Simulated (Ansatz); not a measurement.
Consider HgTe in the zinc blende structure (space group F-43m, No. 216; a = 6.510 Å). Axes: x, y, z lie along the cube axes.

The values are results of PBEsol in Ansatz (plane waves to 420 eV, PAW, spin-orbit coupling left out), not measurements.

Before the change:

```
Item       Result
--------  -------
Pressure  0.0 GPa
```

Perturbation: the cell is compressed by 2.50 % along z with no lateral relaxation, atoms relaxed at fixed cell.

Problem. How does this affect the energy relative to the base and pressure?

Solution. The energy grows by 3.6 meV/atom; the pressure (mean of the normal stresses, compression positive) goes from zero to 1.1 GPa.

The cells carry an imposed strain or load. Whether these cells are dynamically stable was not tested. All final runs are without spin polarisation.

Ansatz is a first-principles code.
